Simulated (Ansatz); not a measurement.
The (10-12) face of hcp Be can be cut between different planes. Symmetric, stoichiometric slabs relaxed in the 1x1 cell (12.0 Å²): top plane Be, 0.88 Å over the next in the ideal cut; top plane Be, 0.44 Å over the next in the ideal cut.

Level of theory: PBE (plane waves to 420 eV, PAW; Ansatz, an electronic-structure program).

Put the candidates in order of surface energy, lowest first, for PBE.

the cut with an outer spacing of 0.88 Å (2.27 J/m²), the cut with an outer spacing of 0.44 Å (2.39 J/m²)
